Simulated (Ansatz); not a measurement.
The starting structures come from a database of crystals and need not be the phases stable at ambient conditions.

The decay constant κ of evanescent states in the gap governs leakage through a thin film.

Here is the system:

```xyz
16
Lattice="7.3376 0.0000 0.0000 0.0000 9.7064 0.0000 3.6688 0.0000 3.6688" Properties=species:S:1:pos:R:3 pbc="T T T"
K      3.6688     7.2798     0.0000
K      3.6688     2.4266     0.0000
Sb     0.0000     0.0000     0.0000
Sb     0.0000     4.8532     0.0000
F      1.3426     1.3311     0.0000
F      5.9950     8.3753     0.0000
F      3.6688     6.1844     2.3262
F      7.3376     3.5221     1.3426
F      5.9950     1.3311     0.0000
F      1.3426     8.3753     0.0000
F      7.3376     6.1844     1.3426
F      3.6688     3.5221     2.3262
F      5.4348     4.8532     0.0000
F      1.9028     4.8532     0.0000
F      7.3376     0.0000     1.9028
F      3.6688     0.0000     1.7660
```

Space group of this cell: P4_2/mcm. The cell is taken as given; by PBEsol its mean pressure is 1.9 GPa.

Transport runs along the normal of the first two printed cell vectors, the (110) plane of the conventional cell.

The gap is the functional's own. No spin-orbit coupling. Mid-gap values are interpolated on the energy grid.

**Question.** Give the band gap and the smallest decay constant κ at mid-gap that PBEsol in Ansatz (an electronic-structure program) yields.

**Answer.** Gap 5.31 eV on a 8×4×8 mesh; κ = 0.538 1/Å, at the zone centre.
